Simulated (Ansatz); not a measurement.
LiC (space group Immm, No. 71)

LiC is taken in the orthorhombic space group Immm (No. 71), Pearson symbol oI8. Conventional cell: a = 3.574 Å, b = 4.805 Å, c = 5.305 Å, α = 90.00°, β = 90.00°, γ = 90.00°. Li on 4j is coordinated by 2 C at 2.179 Å and 4 C at 2.348 Å. C on 4g sees 1 C at 1.257 Å and 2 Li at 2.179 Å and 4 Li at 2.348 Å. (Neighbours: up to the widest gap in distance over summed covalent radii, below 1.35, at either atom; cation-cation and far metal-metal contacts left out.)
(The calculation used a cell of 4 atoms; values per cell refer to that cell.)

Level of theory: PBEsol/PAW in Ansatz (an electronic-structure program), no SOC, earlier PAW set. Settings: 11×11×11 k-points, 0.05 eV Fermi–Dirac smearing.

| Quantity | Result |
|---|---|
| Volume per atom | 11.39 Å³ |
| Density | 1.38 g/cm³ |
| Band gap | 3.16 eV, indirect, W → Γ |
| Electron mass | 1.3 mₑ along a, 0.42 mₑ along b, 0.47 mₑ along c |
| Lowest conduction-band minima above the VBM | Γ 3.16 eV; T (0, 0, 1/2) 3.37 eV; R (0, 1/2, 0) 3.37 eV |
| Total energy | -224.781 eV/atom (σ→0; compares only within this code and set-up) |

Effective masses come from finite differences of ±0.01 Å⁻¹. Stability against distortions was not tested.
